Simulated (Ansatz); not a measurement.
Levels about the gap of amorphous Si30N41B (72 atoms in a cell of 812 Å³, 2.92 g/cm³; zone centre alone, so wide bands show as single levels with stretches between that a denser mesh fills), at the geometry that PBE relaxed, where it gives 0.8 GPa on a denser mesh. The participation number counts the atoms over which a state spreads; weights are charges in smoothed Voronoi cells. The levels come from a single point, so bond lengths are those of that geometry. Method of the levels: PBE, scalar-relativistic without spin-orbit coupling (Ansatz, a program for electronic structure). Sampling: the zone centre alone; Fermi-Dirac width 0.02 eV; no spin polarisation. At PBE the levels at the filled edge of the gap are localised (band-tail or defect states), and the nearest spread-out levels lie 2.8 eV apart at the zone centre.

It comes from a melt-quench run on a machine-learned potential (CHGNet), relaxed afterwards by DFT. N atoms were pushed apart under 1.9 Å during the dynamics, to hinder bonds among them. The hot cell started wider than the set density and was brought back towards it in steps. It is the lowest in DFT energy of 2 quenches. It is a model cell: composition and starting density were chosen by hand, and all elements were melted together. No dispersion term was used. Its density started from a set value of 2.92 and ended at 2.92 g/cm³. The quench (nominally 450 K/ps over its main leg) was far faster than any real one, so the model tends to hold more defects than a real film. Values belong to this one cell and scatter from quench to quench. The volume was held where the preparation left it and the shape relaxed, at a PBE pressure of 0.8 GPa. Stress components on the final sampling reach 0.9 GPa.

```json
[
 {"E - E(highest filled), eV": "-0.63", "filling": "filled", "participation number": "18.8", "largest on": "N, 3 neighbours", "weight N": "0.89", "weight Si": "0.11", "weight B": "0.01"},
 {"E - E(highest filled), eV": "-0.53", "filling": "filled", "participation number": "14.7", "largest on": "N, 2 neighbours", "weight N": "0.89", "weight Si": "0.11", "weight B": "0.01"},
 {"E - E(highest filled), eV": "-0.50", "filling": "filled", "participation number": "19.7", "largest on": "N, 3 neighbours", "weight N": "0.90", "weight Si": "0.10", "weight B": "0.00"},
 {"E - E(highest filled), eV": "-0.38", "filling": "filled", "participation number": "13.0", "largest on": "N, 2 neighbours", "weight N": "0.89", "weight Si": "0.11", "weight B": "0.00"},
 {"E - E(highest filled), eV": "-0.23", "filling": "filled", "participation number": "8.5", "largest on": "N, 2 neighbours", "weight N": "0.88", "weight Si": "0.11", "weight B": "0.00"},
 {"E - E(highest filled), eV": "-0.08", "filling": "filled", "participation number": "9.3", "largest on": "N, 3 neighbours", "weight N": "0.90", "weight Si": "0.10", "weight B": "0.00"},
 {"E - E(highest filled), eV": "0.00", "filling": "filled", "participation number": "4.6", "largest on": "N, 2 neighbours", "weight N": "0.86", "weight Si": "0.14", "weight B": "0.00"},
 {"E - E(highest filled), eV": "2.28", "filling": "empty", "participation number": "18.8", "largest on": "Si, 5 neighbours", "weight N": "0.47", "weight Si": "0.53", "weight B": "0.00"},
 {"E - E(highest filled), eV": "2.98", "filling": "empty", "participation number": "20.7", "largest on": "Si, 3 neighbours", "weight N": "0.46", "weight Si": "0.53", "weight B": "0.00"},
 {"E - E(highest filled), eV": "3.06", "filling": "empty", "participation number": "33.4", "largest on": "Si, 4 neighbours", "weight N": "0.42", "weight Si": "0.57", "weight B": "0.01"},
 {"E - E(highest filled), eV": "3.45", "filling": "empty", "participation number": "23.8", "largest on": "Si, 3 neighbours", "weight N": "0.42", "weight Si": "0.58", "weight B": "0.00"},
 {"E - E(highest filled), eV": "3.60", "filling": "empty", "participation number": "39.1", "largest on": "Si, 4 neighbours", "weight N": "0.44", "weight Si": "0.56", "weight B": "0.00"},
 {"E - E(highest filled), eV": "3.74", "filling": "empty", "participation number": "24.1", "largest on": "Si, 4 neighbours", "weight N": "0.42", "weight Si": "0.50", "weight B": "0.08"},
 {"E - E(highest filled), eV": "3.79", "filling": "empty", "participation number": "38.0", "largest on": "Si, 4 neighbours", "weight N": "0.45", "weight Si": "0.54", "weight B": "0.01"}
]
```

Most localised among these is the filled level at +0.00 eV, on a N atom, which has 2 neighbours (Si 1.63 Å, Si 1.66 Å).
